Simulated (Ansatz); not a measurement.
Amorphous Ti20O41Cu2, 63 atoms at 3.74 g/cm³, one PBE-relaxed geometry, zone centre. Methods: PBE, scalar-relativistic without spin-orbit coupling (Ansatz, an electronic-structure program); r2SCAN, scalar-relativistic without spin-orbit coupling (Ansatz); HSE06, scalar-relativistic without spin-orbit coupling (Ansatz). Plane waves to 420 eV (r2SCAN 500 eV); exact exchange is cut at the cell's faces. At PBE the levels at the filled edge of the gap are localised (band-tail or defect states), and the nearest spread-out levels lie 2.7 eV apart at the zone centre. All rungs ran without spin polarisation.

It comes from a melt-quench run on a machine-learned potential (CHGNet), relaxed afterwards by DFT. O atoms were pushed apart under 1.9 Å during the dynamics, to hinder bonds among them. The hot cell started wider than the set density and was brought back towards it in steps. It is the lowest in DFT energy of 2 quenches. It is a model cell: composition and starting density were chosen by hand, and all elements were melted together. No dispersion term was used. Its density started from a set value of 3.74 and ended at 3.74 g/cm³. Cooling (nominally 240 K/ps over its main leg) ran many orders faster than in experiment, which tends to leave more defects and strain. A cell of this size samples the disorder only roughly. The volume was held where the preparation left it and the shape relaxed, at a PBE pressure of 3.5 GPa. Stress components on the final sampling reach 3.6 GPa.

The relaxation ran on the zone centre alone. At PBE the level gap is 1.15 eV on a 2×2×2 Γ-centred mesh, and the spacing at the zone centre alone 1.26 eV.

**Question.** What zone-centre spacing does r2SCAN give, roughly?

**Answer.** 1.35 eV (+0.10 eV against PBE).

**Question.** What zone-centre spacing does HSE06 give, roughly?

**Answer.** 2.50 eV (+1.25 eV against PBE).

The highest filled and the lowest empty state spread over these numbers of atoms (participation numbers): PBE: 3.0 and 7.7; r2SCAN: 2.7 and 7.4; HSE06: 2.6 and 8.6.
